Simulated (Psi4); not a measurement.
Psi4 1.11, unrestricted TPSS/def2-svp: Si(H)(Me)3 triplet (C[SiH](C)C), charge 0, multiplicity 3, 14 atoms. The geometry is a generated start, not checked to be a minimum at this level.

| Quantity | Value |
|---|---|
| task | energy |
| method | tpss |
| basis | def2-svp |
| memory | 3 GB |
| maxiter | 100 |
| keys of the molecule block | symmetry c1 |
| scf_type | df (default) |
| guess | auto, which took SAD (default) |
| scf_initial_accelerator | adiis (default) |
| e_convergence | 1e-06 (default) |
| d_convergence | 1e-06 (default) |
| dft_radial_points | 75 (default) |
| dft_spherical_points | 302 (default) |
| basis functions | 110 |
| grid points | 299751 |

```xyz
14

Si     0.0606     0.2238     0.4637
C     -0.9232     1.3875    -0.6772
C      1.7722    -0.1186    -0.2928
C     -0.8884    -1.4131     0.6701
H      0.2312     0.8607     1.7841
H     -1.0807     0.9475    -1.6584
H     -1.9012     1.6125    -0.2610
H     -0.4043     2.3305    -0.8209
H      2.3639    -0.7681     0.3456
H      1.6943    -0.6004    -1.2646
H      2.3324     0.8014    -0.4312
H     -1.0095    -1.9284    -0.2791
H     -1.8802    -1.2462     1.0797
H     -0.3671    -2.0891     1.3421
```

Charge 0 and multiplicity 3 are set for this test and not shown to be the ground state.

One run each on 2 threads. Values of diis_max_vecs tried: 3, 6, 10 (default), 20.

Q: Which value of diis_max_vecs needs the fewest SCF iterations, and what happens away from it?

A: Fewest SCF iterations, within one of each other: 10 (default) with 24, 20 with 24. The count rises to 28 at 6. The run ends without SCF convergence in 100 iterations at 3.

```json
[
 {"diis_max_vecs": "3", "SCF iterations": "100", "end": "no convergence"},
 {"diis_max_vecs": "6", "SCF iterations": "28", "end": "same solution"},
 {"diis_max_vecs": "10 (default)", "SCF iterations": "24", "end": "same solution"},
 {"diis_max_vecs": "20", "SCF iterations": "24", "end": "same solution"}
]
```
